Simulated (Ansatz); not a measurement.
**Elastic constant C11 of cubic perovskite CsSnI3 (cubic high-temperature phase) at several levels of theory**

No measured value is used here.

| level (code) | value (GPa) | cell (Å³/atom) |
|---|---|---|
| LDA (Ansatz) | ? | 44.26 |
| PBE (Ansatz) | 36.2 | 50.09 |
| r²SCAN (Ansatz) | 41.9 | 48.65 |
| PBE0 (Ansatz) | 39.7 | 49.06 |

### Question
What belongs in the gaps?

### Answer

- LDA (Ansatz, a first-principles code), value (GPa): 50.1

LDA: the solid has no gap at this level, which affects its response. LDA, PBE, r²SCAN, PBE0: the relaxation could not lower the start's symmetry, so the cell can be a saddle point above a distorted one. Each level is taken at its own relaxed cell. Cutoffs and k meshes differ between the levels. Ansatz's density-functional and Hartree–Fock values are scalar-relativistic unless marked +SOC, with PAW data made under PBE.
